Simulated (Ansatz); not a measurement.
The parent structure is SrTiO$_{3}$ in the cubic perovskite structure (space group Pm-3m, No. 221; a = 3.9365 Å).

Modification: the cell is scaled by 0.9886 in all directions; the atoms relax in the strained cell.

Levels (all Ansatz, a first-principles code, PAW, earlier PAW set): PBE (420 eV, spin-orbit coupling left out); r2SCAN (500 eV, no spin-orbit coupling); HSE06 (420 eV, scalar-relativistic without spin-orbit coupling); PBE+SOC (420 eV, spin-orbit coupling included).

One geometry, relaxed with PBE, under each level:

Notes on the quantities. electron mass: degenerate bands, along [100]; hole mass: degenerate bands, along [100].

```tsv
level	band gap	lowest conduction level above the VBM at special points	electron mass	hole mass	pressure
PBE	1.91 eV	Γ 1.91 eV; X 2.08 eV; M 3.87 eV; R 4.56 eV	–	–	6.34 GPa
r2SCAN	2.29 eV	Γ 2.29 eV; X 2.45 eV; M 4.23 eV; R 4.93 eV	–	–	2.38 GPa
HSE06	3.37 eV	Γ 3.37 eV; X 3.56 eV; M 5.54 eV	–	–	–
PBE+SOC	1.90 eV	Γ 1.90 eV; X 2.08 eV; M 3.86 eV; R 4.54 eV	0.38, 1.0 mₑ (at Γ)	0.79, 2.1 mₑ (at R)	6.34 GPa
```

Single points use the geometry relaxed with PBE. Their cutoffs differ, which shifts pressures a little. HSE06 gaps are upper bounds (no full band path). The spin-orbit shifts are approximate. Effective masses come from finite differences of ±0.01 Å⁻¹. Stability against distortions was not tested. The runs without spin-orbit coupling are not spin-polarised. Many cubic perovskites are stable only at high temperature; tilts and polar distortions were not tested.
